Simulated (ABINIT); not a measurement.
A self-consistent single point of TiNb (Cmmm, 2 atoms in the cell) with ABINIT.

Method of the run: LDA (PW92), norm-conserving pseudopotentials (PseudoDojo nc-sr-04 LDA standard) (plane waves; ABINIT).

```
CELL_PARAMETERS angstrom
      1.64101    -2.31805     0.00000
      1.64101     2.31805     0.00000
      0.00000     0.00000     4.64595
ATOMIC_POSITIONS crystal
  Ti 0.50000 0.50000 0.50000
  Nb 0.00000 0.00000 0.00000
```

Reference input (self-consistent single point, DFT, PBEsol, plane waves, norm-conserving pseudopotentials (PseudoDojo nc-sr-04 PBEsol standard)): pseudos = [Ti.upf, Nb.upf]; ecut = 42 Ha; occopt = 7; tsmear = 0.272 eV; ngkpt = 12 12 7; nshiftk = 1; shiftk = 0 0 0; potentials = PseudoDojo nc-sr-04 PBEsol standard; nband = 18; kptopt = 1; nstep = 60; tolvrs = 1e-10. This run's input differs from it in these lines:

```diff
@@ -1,2 +1,2 @@
-# TiNb, PseudoDojo nc-sr-04 PBEsol standard
+# TiNb, PseudoDojo nc-sr-04 LDA standard
 pp_dirpath "./"
```

Its files differ too (potentials: PseudoDojo nc-sr-04 PBEsol standard → PseudoDojo nc-sr-04 LDA standard).

Log, with long lists cut:

```
--- !BeginCycle
solver: {iscf: 7, nstep: 60, nline: 4, wfoptalg: 0, }
tolerances: {tolvrs: 1.00E-10, }
...

     iter   Etot(hartree)      deltaE(h)  residm     vres2
 ETOT  1  -121.49611280234    -1.215E+02 1.901E-01 1.272E+03
 ETOT  2  -120.92517689039     5.709E-01 7.334E-02 7.895E+03
 ETOT  3  -121.56355695194    -6.384E-01 4.170E-02 9.954E+02
 ETOT  4  -121.68932437949    -1.258E-01 4.884E-02 2.942E+00
 ETOT  5  -121.68954001544    -2.156E-04 1.501E-02 2.539E+00
   [... 5 lines left out ...]
 ETOT 11  -121.68982496654    -8.805E-10 3.022E-03 3.442E-09
 ETOT 12  -121.68982496670    -1.535E-10 2.398E-03 2.970E-09
 ETOT 13  -121.68982496673    -2.750E-11 1.416E-03 1.724E-10
 ETOT 14  -121.68982496673    -5.386E-12 1.494E-03 4.857E-12
 At SCF step   14       vres2   =  4.86E-12 < tolvrs=  1.00E-10 =>converged.

 Cartesian components of stress tensor (hartree/bohr^3)
  sigma(1 1)=  3.26290526E-04  sigma(3 2)=  0.00000000E+00
  sigma(2 2)=  3.21565678E-04  sigma(3 1)=  0.00000000E+00
  sigma(3 3)=  3.28388176E-04  sigma(2 1)=  0.00000000E+00

 ----iterations are completed or convergence reached----

 reduced coordinates (array xred) for    2 atoms
       0.500000000000      0.500000000000      0.500000000000
       0.000000000000      0.000000000000      0.000000000000
 cartesian forces (eV/Angstrom) at end:
    1     -0.00000000000000    -0.00000000000000    -0.00000000000000
    2     -0.00000000000000    -0.00000000000000    -0.00000000000000
 frms,max,avg= 0.0000000E+00 0.0000000E+00   0.000E+00  0.000E+00  0.000E+00 e/A
   [... lines left out ...]
 Fermi (or HOMO) energy (hartree) =   0.43630   Average Vxc (hartree)=  -0.46057
   [... lines left out ...]
total_energy        : -1.21689824966731E+02
total_energy_eV     : -3.31134853902593E+03
band_energy         : -1.14943200936918E+01
...

-Cartesian components of stress tensor (GPa)         [Pressure= -9.5740E+00 GPa]
- sigma(1 1)=  9.59979709E+00  sigma(3 2)=  0.00000000E+00
- sigma(2 2)=  9.46078730E+00  sigma(3 1)=  0.00000000E+00
- sigma(3 3)=  9.66151207E+00  sigma(2 1)=  0.00000000E+00

 Calculation completed.
```

The run converged in 14 iterations. Against the reference run the pressure goes from -5.44 to -9.57 GPa.

The starting cell comes from a database of computed structures (which also holds hypothetical and non-ambient phases and stackings), without a prior relaxation at this level. Spin polarisation is off. With a pressure of about -10 GPa the cell is away from its equilibrium volume at this level.

Cost on one core of a shared machine: roughly 3 min.
